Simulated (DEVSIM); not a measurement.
Structure: W/SiO2/n-Si capacitor, at 300 K.

| layer (left to right) | material | thickness (nm) | Nd (cm⁻³) |
|---|---|---|---|
| 1 | SiO2 | 9.10 | - |
| 2 | Si | 5500 | 1.1e16 |

Metal gate on the left, work function 4.6 eV. Fixed charge at the semiconductor interface -3.5e11 cm⁻² (in units of +e); interface traps 3e11 cm⁻² eV⁻¹, uniform in energy, neutral level at 0.7 of the gap above the valence band.

The device is made up for the run: typed textbook-type constants, with dimensions and the other settings drawn at random. Values at 300 K.

| parameter | SiO2 | Si |
|---|---|---|
| gap (eV) | 9 | 1.124 |
| affinity (eV) | 0.9 | 4.05 |
| permittivity | 3.9 | 11.7 |
| Nc (cm⁻³) | - | 2.86e19 |
| Nv (cm⁻³) | - | 3.1e19 |

DEVSIM, 1D Poisson equation in equilibrium, Boltzmann statistics, complete ionisation; no quantum confinement or tunnelling. Metal contacts follow the ideal Schottky-Mott rule: no Fermi-level pinning, no interface dipoles.

The interface trap density was swept, all else fixed.

```json
[
 {"interface trap density (cm^-2 eV^-1)": "0", "threshold voltage (band bending 2φF) (V)": "-0.35", "flat-band voltage (V)": "0.49", "minimum of the low-frequency capacitance (μF/cm²)": "0.0370"},
 {"interface trap density (cm^-2 eV^-1)": "1e10", "threshold voltage (band bending 2φF) (V)": "-0.36", "flat-band voltage (V)": "0.50", "minimum of the low-frequency capacitance (μF/cm²)": "0.0383"},
 {"interface trap density (cm^-2 eV^-1)": "1e11", "threshold voltage (band bending 2φF) (V)": "…", "flat-band voltage (V)": "0.50", "minimum of the low-frequency capacitance (μF/cm²)": "…"},
 {"interface trap density (cm^-2 eV^-1)": "3e11", "threshold voltage (band bending 2φF) (V)": "-0.43", "flat-band voltage (V)": "0.51", "minimum of the low-frequency capacitance (μF/cm²)": "0.0716"},
 {"interface trap density (cm^-2 eV^-1)": "1e12", "threshold voltage (band bending 2φF) (V)": "-0.60", "flat-band voltage (V)": "0.55", "minimum of the low-frequency capacitance (μF/cm²)": "0.131"},
 {"interface trap density (cm^-2 eV^-1)": "2e12", "threshold voltage (band bending 2φF) (V)": "-0.85", "flat-band voltage (V)": "0.61", "minimum of the low-frequency capacitance (μF/cm²)": "0.185"}
]
```

Problem. Some entries are withheld; supply them.

Solution. 
- 1e11, threshold voltage (band bending 2φF) (V): -0.38
- 1e11, minimum of the low-frequency capacitance (μF/cm²): 0.0495
